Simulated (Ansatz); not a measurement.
Take CdSe in the wurtzite structure (space group P6_3mc, No. 186) as the base.

```yaml
crystal:
  lattice:
    - [4.30194, 0.00000, 0.00000]
    - [-2.15097, 3.72559, 0.00000]
    - [0.00000, 0.00000, 7.02103]
  atoms:
    - { symbol: Cd, position: [0.33333, 0.66667, 0.00013] }
    - { symbol: Cd, position: [0.66667, 0.33333, 0.50013] }
    - { symbol: Se, position: [0.33333, 0.66667, 0.37587] }
    - { symbol: Se, position: [0.66667, 0.33333, 0.87587] }
```

Cartesian axes are those of the cell as printed.

Calculations: Ansatz (an electronic-structure program) PBEsol, no SOC.

Strains are applied to the cell and any free atomic positions relax; under biaxial strain the out-of-plane vector relaxes too.

One change was made to it. Results:

The valence-band top at Γ (three highest levels, from the VBM) changes from 0.00, 0.00, -0.05 eV to 0.00, 0.00, -0.10 eV; the width of the top valence band rises by 0.035 eV, from 1.75 eV to 1.78 eV.

### Question
Name the change that was made.
(A) biaxial strain −0.60 %, plane normal [001], relaxed out of plane
(B) biaxial strain −3.00 %, plane normal [001], relaxed out of plane
(C) biaxial strain −2.40 %, plane normal [001], relaxed out of plane

### Answer
A, biaxial strain −0.60 %, plane normal [001], relaxed out of plane. For comparison, the valence-band top at Γ in the other runs: biaxial strain −2.40 %, plane normal [001], relaxed out of plane gives 0.00, 0.00, -0.28 eV; biaxial strain −3.00 %, plane normal [001], relaxed out of plane gives 0.00, 0.00, -0.35 eV.

The levels and masses belong to the bands next to the band gap. Whether these cells are dynamically stable was not tested.
